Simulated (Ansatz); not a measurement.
Start from HfB$_{2}$ (space group P6/mmm, No. 191; a = 3.1279 Å, c = 3.4454 Å).

Levels (all Ansatz, an electronic-structure program, PAW): PBEsol (420 eV, no SOC); PBEsol+SOC (420 eV, with spin-orbit coupling).

The geometry is relaxed with PBEsol.

```
Quantity           Value
---------------  -------
PBEsol pressure  0.0 GPa
```

What does PBEsol+SOC give at this geometry for the pressure?

The pressure goes from zero to -0.4 GPa.

Single points use the geometry relaxed with PBEsol. Differences between runs with and without spin-orbit coupling are approximate. No phonon test of stability was made. The runs without spin-orbit coupling are not spin-polarised.
